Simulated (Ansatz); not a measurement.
**By hand: formation energy of Ru_Cu in Cu (fcc, Fm-3m)**

We look at the formation energy of Ru_Cu in Cu (fcc, Fm-3m). Reaction: Ru (hcp) + 63 Cu (fcc) → cell A.

A: a supercell of 64 sites of Cu (fcc, Fm-3m) with Ru on a Cu site (12 Cu at 2.59 Å); spin state with PBE: run without spin.

Method: Ansatz (a first-principles code), PAW, neutral cells at 0 K with nuclei at rest, on structures from PBE. Ansatz runs with its default PAW set. Other levels take these structures. The lattices are those relaxed with PBE, so at other levels the solids can be strained, which adds to the spread. Larger cells are relaxed from a start prepared with the learned potential CHGNet, on a coarser mesh till forces fall under 0.03 eV/Å, which some starts already meet. A dispersion term (D3(BJ), or D4 for r2SCAN) was computed beside these levels and is taken off wherever the name lacks it. The PAW files were made for PBE and serve at the other functionals too. Space groups of crystals are read within 0.01 Å. Mesh and cell size may move defect energies by 0.1 eV or more. Cell A has symmetry Fm-3m within 0.02 Å and got no random move, so less symmetric positions, which may lie lower, weren't tried.

Total energies of the cells in eV, at zero smearing width. They compare only within one column; the weights balance every element.

| cell | atoms | weight | r2SCAN | r2SCAN+D4 |
|---|---|---|---|---|
| A: Cu:Ru_Cu | 64 | +1 | -423657.06662 | -423669.31710 |
| Ru (hcp) | 2 | −1/2 | -11781.39885 | -11781.74516 |
| Cu (fcc) | 64 | −63/64 | -424398.58055 | -424410.84121 |

r2SCAN: (-423657.06662) − 1/2 × (-11781.39885) − 63/64 × (-424398.58055) = 0.986 eV.

r2SCAN+D4: (-423669.31710) − 1/2 × (-11781.74516) − 63/64 × (-424410.84121) = 0.977 eV.

What follows from the r2SCAN value: With the reservoirs of the reaction as written, and without entropy terms or charged states, the share of sites that hold the defect in equilibrium is exp(−0.99 eV/k_BT) = 1.0×10^-5 at 1000 K.
